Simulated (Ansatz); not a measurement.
Start from ZnS in the zinc blende structure (space group F-43m, No. 216).

```xyz
2
Lattice="0.0000 2.6785 2.6785 2.6785 0.0000 2.6785 2.6785 2.6785 0.0000" Properties=species:S:1:pos:R:3 pbc="T T T"
S      4.0177     4.0177     4.0177
Zn     0.0000     0.0000     0.0000
```

Cartesian axes are those of the cell as printed.

All numbers come from plane-wave PAW DFT at the PBEsol level (Ansatz, a program for electronic structure, 420 eV), spin-orbit coupling left out, earlier PAW set.

Strains are applied to the cell and any free atomic positions relax; under biaxial strain the out-of-plane vector relaxes too.

One change was made to it. Results:

| quantity | base | after |
|---|---|---|
| pressure (mean of the normal stresses, compression positive) | -0.01 GPa | 0.13 GPa |
| band gap | 2.08 eV | 2.08 eV |

Problem. Which change produced these results?
(A) strain tensor (xx, yy, zz, yz, xz, xy) = (+0.21, −0.14, −0.73, −1.05, −1.32, +0.55) %
(B) uniaxial strain ε_zz = −0.18 %
(C) isotropic strain −5.42 %
(D) biaxial strain +1.49 %, plane normal [111], relaxed out of plane

Solution. B, uniaxial strain ε_zz = −0.18 %. For comparison, the band gap in the other runs: strain tensor (xx, yy, zz, yz, xz, xy) = (+0.21, −0.14, −0.73, −1.05, −1.32, +0.55) % gives 2.00 eV; biaxial strain +1.49 %, plane normal [111], relaxed out of plane gives 1.90 eV; isotropic strain −5.42 % gives 2.73 eV.

Whether these cells are dynamically stable was not tested.
